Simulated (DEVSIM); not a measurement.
System: abrupt InP p-n junction, at 300 K.

```tsv
layer (left to right)	material	thickness (μm)	Nd (cm⁻³)	Na (cm⁻³)	τn (s)	τp (s)
1	InP	93.0	-	4.9e15	4.6e-10	4.6e-10
2	InP	2.90	2.1e14	-	4.6e-10	4.6e-10
```

Left contact: ohmic. Right contact: ohmic. Voltage is applied to the left contact. Recombination: SRH at mid-gap, radiative. Mobility is μmin + (μ − μmin)/(1 + (N/Nref)^α).

Constants are typed, rounded textbook-type inputs, not results; the design itself was drawn at random and stands for no fabricated device. Values at 300 K.

| parameter | InP |
|---|---|
| gap (eV) | 1.344 |
| affinity (eV) | 4.38 |
| permittivity | 12.5 |
| Nc (cm⁻³) | 5.7e17 |
| Nv (cm⁻³) | 1.1e19 |
| μn (cm²/Vs) | 5200 |
| μp (cm²/Vs) | 170 |
| μn,min | 400 |
| μp,min | 10 |
| Nref,n | 3e17 |
| Nref,p | 4.9e17 |
| αn | 0.47 |
| αp | 0.62 |
| B (cm³/s) | 1.2e-10 |

Simulated with DEVSIM: 1D drift-diffusion, Boltzmann statistics, complete ionisation; no tunnelling, impact ionisation, image-force lowering or self-heating.

The minority lifetime in layer 1 was swept, all else fixed.

```csv
minority lifetime in layer 1 (s),dark forward voltage at 1 A/cm² (V)
1.4e-11,0.869
4.6e-11,0.877
1.4e-10,0.882
4.6e-10,0.885
1.4e-9,0.887
4.6e-9,0.888
1.4e-8,0.889
```

From the first row to the last the dark forward voltage at 1 A/cm² goes from 0.869 to 0.889.
